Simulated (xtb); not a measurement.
xtb 6.7.1, GFN2-xTB: Sr(Br)(OH)(dme) (C[O]1CC[O](C)->[Sr]<-1([OH])[Br]), 20 atoms. The geometry is a generated start, not checked to be a minimum at this level.

```
Quantity                   Value
-----------------  -------------
run flags                 --grad
method                  GFN2-xTB
--acc                1 (default)
--etemp (K)        300 (default)
basis functions               59
valence electrons             54
```

```xyz
20

Sr     1.5821     0.4085    -0.0327
Br     1.7453    -1.9329     1.2695
O      3.1958     1.2510     0.6540
H      3.9753     1.7662     0.8585
C     -0.6174     0.6654     2.3383
O     -0.3433     0.9316     0.9793
C     -1.2455     0.3150     0.1001
C     -0.7654     0.5425    -1.3285
O      0.3246    -0.2606    -1.6932
C     -0.0091    -1.5930    -2.0111
H      0.2006     1.1023     2.9132
H     -0.6520    -0.4138     2.5285
H     -1.5697     1.1192     2.6379
H     -2.2546     0.7395     0.2207
H     -1.3045    -0.7638     0.3082
H     -0.4261     1.5753    -1.4060
H     -1.5998     0.4022    -2.0259
H     -0.4430    -2.1329    -1.1640
H      0.9171    -2.0929    -2.2937
H     -0.7102    -1.6287    -2.8531
```

One run each on 1 thread. Values of broydamp tried: 0.02, 0.05, 0.1, 0.2, 0.4 (default), 0.6, 0.8, 1.

### Question
Which value of broydamp needs the fewest SCC iterations, and what happens away from it?

### Answer
Fewest SCC iterations, within one of each other: 0.2 with 21, 0.4 (default) with 22, 0.6 with 21. The count rises to 35 at 0.02. All converge to one solution.

```
broydamp       SCC iterations            end
-------------  --------------  -------------
0.02                       35  same solution
0.05                       30  same solution
0.1                        25  same solution
0.2                        21  same solution
0.4 (default)              22  same solution
0.6                        21  same solution
0.8                        23  same solution
1                          26  same solution
```
